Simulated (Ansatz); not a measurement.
Structures of equal composition on the (0001) surface of hcp Ti: a layer of Re in place of the second plane; a layer of Re in place of the third plane. The slabs share one bottom face, and each structure is named by its start. These are constructed structures in small cells; real faces may alloy, dewet or reconstruct in larger ones, and not all known structures of the face are among them. Slabs of about 12 Å with all that they carry, Fermi-Dirac smearing of 0.1 eV. Bottom of the slabs: a bare face, its two planes held. Relaxed from the named starts with such symmetry as they have, on meshes of like density; energies extrapolated to zero smearing; no spin-orbit coupling, no U. Spin-polarised runs, if any, are marked in brackets, and their order is one that fits the cell; the others ran without spin.

The numbers are results of PBE (plane waves to 420 eV, PAW; Ansatz, an electronic-structure program), not measurements.

**Question.** Order them by energy per 1x1 cell (lowest first) at the level PBE.

**Answer.** a layer of Re in place of the second plane (0.000 eV), a layer of Re in place of the third plane (0.086 eV)
